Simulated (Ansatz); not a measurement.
The reference is TaAgO₃ in the cubic perovskite structure (space group Pm-3m, No. 221; a = 3.9514 Å; a cell from a computed database, its experimental status unchecked). Axes: x, y, z lie along the cube axes.

The change: uniaxial strain ε_xx = +3.84 %, all other strain components held at zero; the atoms relax in the strained cell.

Levels (all Ansatz, a quantum-chemistry and plane-wave program, PAW): PBEsol (420 eV, without spin-orbit coupling); r2SCAN (500 eV, no spin-orbit coupling).

The geometry is relaxed with PBEsol.

| Quantity | Value |
|---|---|
| PBEsol band gap | 1.54 eV |
| PBEsol gap character | indirect, X → Γ |
| PBEsol smallest direct gap | 1.96 eV |

Problem. What does r2SCAN give at this geometry for the band gap, gap character and smallest direct gap?

Solution. The band gap increases by 0.745 eV, from 1.54 eV to 2.28 eV; the gap character remains indirect, X → Γ; the smallest direct gap increases by 0.45 eV to 2.41 eV.

Single points use the geometry relaxed with PBEsol. With Ta present, leaving out spin-orbit coupling can change the band edges. Stability against distortions was not tested. Many cubic perovskites are stable only at high temperature; tilts and polar distortions were not tested. k-point labels follow each cell's own Brillouin zone.
